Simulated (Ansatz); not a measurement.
## SnO2: uniaxial strain ε_xx = +0.60 %

Consider SnO2 in the rutile structure (space group P4_2/mnm, No. 136; a = 4.7224 Å, c = 3.1903 Å). Axes: x, y, z lie along a, b, c of the conventional cell.

One thing is altered: the cell is stretched by 0.60 % along x with no lateral relaxation; the atoms relax in the strained cell.

Computed with DFT with LDA, PAW potentials and a 420 eV plane-wave cutoff in Ansatz (a program for electronic structure), spin-orbit coupling left out. k-mesh 7×7×10 (Γ-centred); smearing 0.05 eV (Fermi–Dirac).

```json
[
 {"quantity": "volume per atom", "base": "11.86 Å³", "changed": "11.93 Å³", "shift": "+0.07 Å³"},
 {"quantity": "space group", "base": "P4_2/mnm (No. 136)", "changed": "Pnnm (No. 58)", "shift": "–"},
 {"quantity": "shortest interatomic distance", "base": "2.044 Å", "changed": "2.050 Å", "shift": "+0.006 Å"},
 {"quantity": "energy relative to the base (free energy F)", "base": "0 meV/atom", "changed": "+0.3 meV/atom", "shift": "+0.3 meV/atom"},
 {"quantity": "pressure (mean of the normal stresses, compression positive)", "base": "0.00 GPa", "changed": "-1.15 GPa", "shift": "-1.15 GPa"},
 {"quantity": "band gap", "base": "1.16 eV", "changed": "1.10 eV", "shift": "-0.06 eV"},
 {"quantity": "gap character", "base": "direct at Γ", "changed": "direct at Γ", "shift": "–"},
 {"quantity": "electron mass", "base": "0.18 mₑ along c, 0.20 mₑ across (at Γ)", "changed": "0.18 mₑ along z, 0.20 mₑ across (at Γ)", "shift": "–"},
 {"quantity": "hole mass", "base": "1.7 mₑ along c, 1.2 mₑ across (at Γ)", "changed": "1.7 mₑ along z, 1.2 mₑ across (at Γ)", "shift": "–"},
 {"quantity": "valence-band top at Γ (three highest levels, from the VBM)", "base": "0.00, -0.80, -0.80 eV", "changed": "0.00, -0.78, -0.81 eV", "shift": "–"},
 {"quantity": "stress (xx, yy, zz, yz, xz, xy; compression positive)", "base": "–", "changed": "(-1.51, -1.03, -0.91, 0.00, 0.00, 0.00) GPa", "shift": "–"}
]
```

Final structure:

```
CELL_PARAMETERS angstrom
      4.75070     0.00000     0.00000
      0.00000     4.72236     0.00000
      0.00000     0.00000     3.19034
ATOMIC_POSITIONS crystal
  Sn 0.00000 0.00000 0.00000
  Sn 0.50000 0.50000 0.50000
  O  0.30627 0.30595 0.00000
  O  0.80627 0.19405 0.50000
  O  0.19373 0.80595 0.50000
  O  0.69373 0.69405 0.00000
```

Masses are band curvatures over ±0.01 Å⁻¹ around the edge. Stability against distortions was not tested. k-point labels follow each cell's own Brillouin zone.
